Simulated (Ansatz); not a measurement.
Input and output of a self-consistent single point for Cs (Im-3m, 1 atom in the cell) (Ansatz, a first-principles code).

Computed with PBEsol, default PAW files made with PBE (plane waves; Ansatz).

The change in words: lattice scaled by 0.98; basis.ecutwfc: 30.9 Ry → 33.8 Ry. Reference geometry:
```
CELL_PARAMETERS angstrom
     -3.03475     3.03475     3.03475
      3.03475    -3.03475     3.03475
      3.03475     3.03475    -3.03475
ATOMIC_POSITIONS crystal
  Cs 0.00000 0.00000 0.00000
```

Reference input (self-consistent single point, DFT, PBEsol, plane waves, default PAW files made with PBE): basis.ecutwfc = 30.9 Ry; kpoints.mp_grid.grid = 8 8 8; hamiltonian.xc = pbesol; hamiltonian.pseudopotentials = {kind: paw} (the program's default PAW files); scf.occupations.method = gaussian; scf.occupations.width = 0.0073 Ry. This run's input differs from it in these lines:

Ansatz 0.2 input:
```diff
@@ -2,5 +2,5 @@
   lattice:
-    - [-3.034750, 3.034750, 3.034750]
-    - [3.034750, -3.034750, 3.034750]
-    - [3.034750, 3.034750, -3.034750]
+    - [-2.974055, 2.974055, 2.974055]
+    - [2.974055, -2.974055, 2.974055]
+    - [2.974055, 2.974055, -2.974055]
   atoms:
@@ -8,3 +8,3 @@
 basis:
-  ecutwfc: 30.9 Ry
+  ecutwfc: 33.8 Ry
 kpoints:
```

Output (repeated stretches shortened):

```
SCF iter   1: F=—  HF=-5585.792429 eV  |F-HF|=—  |Δ(HF+E_count)|=         —  Δρ=5.32e-4  dr2=2.60e-4  ethr=1.77e-3  ⟨swp⟩=6.0  Hψ=2135  notcnv=0
all-band conjugate gradients solve this SCF's bands
preconditioner: auto → Kerker (q_TF=auto, 1.811 Å⁻¹)
SCF iter   2: F=—  HF=-5585.792794 eV  |F-HF|=—  |Δ(HF+E_count)|=   3.65e-4  Δρ=3.20e-4  dr2=1.12e-4  ethr=2.89e-6  ⟨swp⟩=2.3  Hψ=633  notcnv=0
SCF iter   3: F=—  HF=-5585.792836 eV  |F-HF|=—  |Δ(HF+E_count)|=   4.21e-5  Δρ=7.39e-5  dr2=6.51e-6  ethr=1.25e-6  ⟨swp⟩=2.2  Hψ=385  notcnv=0
SCF iter   4: F=—  HF=-5585.792837 eV  |F-HF|=—  |Δ(HF+E_count)|=   6.11e-7  Δρ=2.98e-5  dr2=2.40e-6  ethr=7.23e-8  ⟨swp⟩=2.0  Hψ=379  notcnv=0
SCF iter   5: F=—  HF=-5585.792837 eV  |F-HF|=—  |Δ(HF+E_count)|=   2.64e-7  Δρ=1.33e-5  dr2=2.06e-7  ethr=2.67e-8  ⟨swp⟩=2.1  Hψ=357  notcnv=0
SCF iter   6: F=-5585.792837 eV  HF=-5585.792837 eV  |F-HF|=2.96e-10  |Δ(HF+E_count)|=   2.80e-8  Δρ=1.81e-6  dr2=3.68e-9  ethr=1.11e-9  ⟨swp⟩=5.6  Hψ=1294  notcnv=0
SCF 1 converged in 6 iterations: F = -5585.792837 eV  dr2 = 3.68e-9
Free energy (F): -5585.792837 eV
Internal energy: -5585.782671 eV  (E = F + TS)
E sigma→0 (E₀):  -5585.787754 eV
Entropy (-TS):   -0.010166 eV (-10.166 meV/atom)
Fermi energy:    2.543139 eV
--- Forces (eV/Å), atoms counted from 1 ---
  atom   1  Cs     0.00000000    -0.00000000     0.00000000
--- Stress (GPa, compression-positive) ---
        0.067795       0.000000      -0.000000
        0.000000       0.067795       0.000000
        0.000000       0.000000       0.067795
  P = ⅓ Tr σ = 0.0678 GPa (0.678 kbar)
  The stress holds the Pulay correction. Without it, at fixed plane waves, as pw.x and ABINIT print it: P = 0.0674 GPa
```

The run converged in 6 iterations. Against the reference run the free energy hardly moves (within 1 meV/atom) and the pressure goes from -0.06 to 0.07 GPa.

The starting cell has typed, rounded lattice constants, without a prior relaxation at this level. Its lattice was rescaled by up to half a per cent. For this run, on top of that: lattice scaled by 0.98. Ansatz's pressure includes its estimate of the finite-basis (Pulay) stress.
